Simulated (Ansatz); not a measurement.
# Cubic perovskite LaFeO3 (model structure)

All values below come from PBEsol (Ansatz, a first-principles code, hard PAW).

Numerical settings: plane-wave cutoff 930 eV, 10×10×10 k mesh, Fermi–Dirac smearing 0.05 eV, magnetic order G, spin-polarised with opposed moments.

Cell (relaxed at this level):

```
FeLaO3
1.0
    0.00000     3.88119     3.88119
    3.88119     0.00000     3.88119
    3.88119     3.88119     0.00000
La Fe O
2 2 6
Direct
  0.00000   0.00000   0.00000
  0.50000   0.50000   0.50000
  0.25000   0.25000   0.25000
  0.75000   0.75000   0.75000
  0.00000   0.00000   0.50000
  0.50000   0.50000   0.00000
  0.50000   0.00000   0.00000
  0.00000   0.50000   0.50000
  0.00000   0.50000   0.00000
  0.50000   0.00000   0.50000
```

```
Property                       Result
--------  ---------------------------
band gap  0.26 eV (on the SCF k mesh)
```

Note: the magnetic order was assumed, not searched for or taken from measurement; the relaxation could raise the start's symmetry but not lower it, so the cell can be a saddle point.

Spin–orbit coupling is not included.

Static lattice: no zero-point or thermal effects.

It cost about 7 core-minutes (a rough figure) of CPU time.

A model structure was made by putting elements into a prototype or built by hand; it is no filed structure, need not be a known phase, and can be a saddle point held by its symmetry.
